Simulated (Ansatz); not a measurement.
We consider C (model structure, Cmmm, No. 65, 8 atoms in the cell), described by r²SCAN (Ansatz, a first-principles code, PAW).

Settings: plane-wave cutoff 560 eV, 10×10×14 k mesh (along the axes of the cell as run), Fermi–Dirac smearing 0.01 eV, scalar-relativistic PAW data made under PBE.

Cell (relaxed with PBEsol):

```yaml
crystal:
  lattice:
    - [2.11624, -4.36100, 0.00000]
    - [2.11624, 4.36100, 0.00000]
    - [0.00000, 0.00000, 2.50117]
  atoms:
    - { symbol: C, position: [0.40459, 0.22615, 0.00000] }
    - { symbol: C, position: [0.59541, 0.77385, 0.00000] }
    - { symbol: C, position: [0.22615, 0.40459, 0.00000] }
    - { symbol: C, position: [0.77385, 0.59541, 0.00000] }
    - { symbol: C, position: [0.01843, 0.35175, 0.50000] }
    - { symbol: C, position: [0.98157, 0.64825, 0.50000] }
    - { symbol: C, position: [0.35175, 0.01843, 0.50000] }
    - { symbol: C, position: [0.64825, 0.98157, 0.50000] }
```

Question: Predict the band gap, smallest direct gap on the k points sampled and Γ–Γ gap.

Answer: 
- band gap = 3.55 eV (indirect)
- smallest direct gap on the k points sampled = 5.31 eV
- Γ–Γ gap = 6.17 eV

Note: the relaxation could raise the start's symmetry but not lower it, so the cell can be a saddle point; cell and atoms aren't relaxed at this level (largest force component 0.03 eV/Å, pressure 2.3 GPa).

The computed numbers hold no vibrational or temperature effects.

The result took about 29 core-seconds (a rough figure).

A model structure was made by putting elements into a prototype or built by hand; it is no filed structure, need not be a known phase, and can be a saddle point held by its symmetry.
